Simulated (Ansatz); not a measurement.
## Ge: pressure series

Base system: Ge in the diamond structure (space group Fd-3m, No. 227; a = 5.673 Å).

Cell and atoms are relaxed at each pressure.

Method: plane-wave PAW DFT at the r2SCAN level (Ansatz, an electronic-structure program, 500 eV), no spin-orbit coupling, earlier PAW set.

Notes on the quantities. hole mass: degenerate bands, along [100]; enthalpy: H = E + PV relative to the base's energy.

| case | width of the top valence band | electron mass | hole mass | enthalpy |
|---|---|---|---|---|
| base | 4.01 eV | – | – | – |
| pressure −2 GPa | 3.87 eV | – | – | -0.29 eV/atom |
| pressure −1 GPa | 3.94 eV | – | – | -0.14 eV/atom |
| pressure 1.8 GPa | 4.13 eV | 1.7 mₑ along k, 0.082 mₑ across (at L) | 0.027, 0.21, 0.21 mₑ (at Γ) | +0.25 eV/atom |
| pressure 4.2 GPa | 4.27 eV | 1.7 mₑ along k, 0.084 mₑ across (at L) | 0.038, 0.20, 0.20 mₑ (at Γ) | +0.58 eV/atom |
| pressure 9 GPa | 4.53 eV | 0.91 mₑ along k, 0.18 mₑ across (off the special points) | 0.056, 0.19, 0.19 mₑ (at Γ) | +1.22 eV/atom |
| pressure 18 GPa | 4.92 eV | 0.91 mₑ along k, 0.17 mₑ across (off the special points) | 0.080, 0.18, 0.18 mₑ (at Γ) | +2.34 eV/atom |
| pressure 30 GPa | 5.36 eV | 0.91 mₑ along k, 0.17 mₑ across (off the special points) | 0.10, 0.16, 0.16 mₑ (at Γ) | +3.73 eV/atom |
| pressure 45 GPa | 5.83 eV | 0.93 mₑ along k, 0.17 mₑ across (off the special points) | 0.12, 0.15, 0.15 mₑ (at Γ) | +5.35 eV/atom |
| pressure 60 GPa | 6.23 eV | 0.94 mₑ along k, 0.16 mₑ across (off the special points) | 0.14 mₑ (at Γ) | +6.87 eV/atom |

The levels and masses belong to the bands next to the band gap. Load acts through the strain it causes; cell and atoms are relaxed under it. Effective masses come from finite differences of ±0.01 Å⁻¹. Along k means along the line from Γ to the band edge. Whether these cells are dynamically stable was not tested. Measured, Ge leaves this structure (for the β-tin structure) near 10.6 GPa (room temperature; as listed in arXiv:1906.07825).
